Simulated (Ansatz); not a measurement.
## Pd under a change: tensor shear ε_xy = +0.57 %

Base system: Pd in the fcc (Cu type) structure (space group Fm-3m, No. 225; a = 3.9104 Å; relaxed with 0.1 eV smearing). Axes: x, y, z lie along the cube axes.

The change: tensor shear ε_xy = +0.57 % (engineering shear γ = 0.0114); the atoms relax in the strained cell.

The values are results of r2SCAN (Ansatz, a quantum-chemistry and plane-wave program), without spin-orbit coupling, not measurements. Settings: 29×29×29 k-points, 0.1 eV Fermi–Dirac smearing.

```json
[
 {"quantity": "volume per atom", "base": "14.95 Å³", "changed": "14.95 Å³", "shift": "0.00 Å³"},
 {"quantity": "shortest interatomic distance", "base": "2.765 Å", "changed": "2.749 Å", "shift": "-0.016 Å"},
 {"quantity": "energy relative to the base (free energy F)", "base": "0 meV/atom", "changed": "+0.4 meV/atom", "shift": "+0.4 meV/atom"},
 {"quantity": "pressure (mean of the normal stresses, compression positive)", "base": "0.0 GPa", "changed": "0.0 GPa", "shift": "0.0 GPa"},
 {"quantity": "band gap", "base": "zero", "changed": "zero", "shift": "–"},
 {"quantity": "stress (xx, yy, zz, yz, xz, xy; compression positive)", "base": "–", "changed": "(0.0, 0.0, 0.0, 0.0, 0.0, -0.8) GPa", "shift": "–"}
]
```

Final structure:

```
CELL_PARAMETERS angstrom
      0.01114     1.95520     1.95520
      1.95520     0.01114     1.95520
      1.96634     1.96634     0.00000
ATOMIC_POSITIONS crystal
  Pd 0.00000 0.00000 0.00000
```

No phonon test of stability was made. The final runs are not spin-polarised. Pd has a high density of states at the Fermi level and may be magnetic at this level.
